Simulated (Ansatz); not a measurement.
C (P6_3/mmc), r2SCAN, rigid bands run with Ansatz (a program for electronic structure): Condition of this run: uniaxial stress along c of -22 GPa (compression positive) (the target of the relaxation). band gap 3.63 eV, N_c = 1.24e19 cm⁻³ and N_v = 1.93e19 cm⁻³ at 300 K, conductivity masses along y (a = (2.50, 0.00, 0.00) Å; b = (-1.25, 2.16, 0.00) Å; c = (0.00, 0.00, 4.23) Å) of 0.457 mₑ (electrons) and 0.439 mₑ (holes). Take k_BT = 0.02585 eV.

### Question
A film of it is 8 nm thick, with its normal along the direction named. Estimate the confinement energies in an infinite well.

### Answer
ħ²π²/(2m t²) = 0.376 eV·nm²/(m/mₑ × t²) gives 12.9 meV for electrons and 13.4 meV for holes, so the gap would widen to about 3.66 eV. Finite barriers and nonparabolic bands lower this, and with several valleys or bands the heaviest mass along the normal sets the lowest level, not this average.

### Question
What built-in voltage has an abrupt junction with N_A = 1e17 and N_D = 1e17 cm⁻³, all dopants ionised?

### Answer
V_bi = E_g/e − (k_BT/e) ln(N_c N_v/(N_A N_D)) = 3.63 − 0.02585 × 10.08 = 3.37 V. It follows the computed gap one for one.

### Question
What thermal injection velocity √(2k_BT/πm) limits a ballistic channel along the direction named?

### Answer
7.96e6 cm/s for electrons and 8.12e6 cm/s for holes, a ratio of √(m_h/m_e) = 0.980, for dilute carriers.

Rigid, parabolic bands with the computed gap; masses take one relaxation time for all states. Spin-orbit coupling is left out. Geometry: cell and atoms relaxed with PBEsol.
